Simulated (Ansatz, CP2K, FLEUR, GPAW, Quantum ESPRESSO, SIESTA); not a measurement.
## Al2Cu (I4/mcm, 6 atoms in the cell) computed with different codes at matched settings

Self-consistent single point.

```
Al2Cu
1.0
   -2.99890     2.99890     2.39274
    2.99890    -2.99890     2.39274
    2.99890     2.99890    -2.39274
Al Cu
4 2
Direct
  0.84139   0.65861   0.50000
  0.15861   0.34139   0.50000
  0.65861   0.15861   0.81722
  0.34139   0.84139   0.18278
  0.25000   0.25000   0.00000
  0.75000   0.75000   0.00000
```

All programs got the same cell, k-point mesh and kind of occupations (in Ansatz's words: kpoints.mp_grid.grid = 6 6 6; scf.occupations.method = gaussian; scf.occupations.width = 0.272 eV); potentials, basis and cutoffs are each program's usual ones.

```csv
code,model,pressure (GPa),largest force (eV/Å),k-points,cutoff
Ansatz,"PBE, default PAW files",4.19,0.039,30,default
SIESTA,"GGA PBE, numerical atomic orbitals TZP, PseudoDojo PBE standard norm-conserving potentials (rewritten from UPF to PSML)",4.94,0.080,132,grid 350 Ry
GPAW,"PBE, GPAW PAW datasets PBE (gpaw-data 1.0.1)",4.68,0.056,30,800 eV
CP2K,"PBE, GPW, DZVP-MOLOPT-SR-GTH basis, GTH-PBE potentials (GTH_POTENTIALS)",4.93,0.067,112,grid 600 Ry
FLEUR,"PBE, all-electron FLAPW (FLEUR), scalar-relativistic valence",–,0.039,30,Kmax 4.2 1/bohr
Quantum ESPRESSO,"PBE, PSlibrary PAW (PBE) pseudopotentials",3.88,0.039,30,50 Ry
```

A dash marks a value that a program does not give, or that is left out as unsure.

The spread over the programs that give each value: pressure within 1.06 GPa; largest force within 0.041 eV/Å.

The starting cell comes from a database of computed structures (which also holds hypothetical and non-ambient phases and stackings), without a prior relaxation at this level. On Ansatz's run: Spin polarisation is off. In the base run, with a pressure of about 4 GPa the cell is away from its equilibrium volume at this level.

Q: Why do the programs differ, and what cannot be compared?

A: Differences of this kind can come from the potentials, where these differ, and from what each basis and cutoff leave unconverged. The valence holds different numbers of electrons (Ansatz (an electronic-structure program) 50, SIESTA 50, GPAW 34, CP2K 34, FLEUR 34, Quantum ESPRESSO 34). The zero of total energies and Fermi levels follows the potentials and each program's conventions, so they are not compared here. SIESTA and CP2K use small atom-centred bases, whose incompleteness enters pressures, forces and empty levels differently from a plane-wave cutoff. FLEUR treats all electrons, but the usual bases taken here (sphere radii, linearisation, local orbitals, empty states) were not tested for convergence, so the values are no reference for the others. Ansatz's pressure is given at a fixed set of plane waves, as the other plane-wave codes print theirs; with its correction for the finite basis it is 4.26 GPa. The programs reduce the same mesh by symmetry to different extents, which changes the work and not the result.

Left out of this page: ABINIT (with a known weakness of the program); Elk (not drawn, or without a comparable value).

Keys are those of Ansatz 0.2.
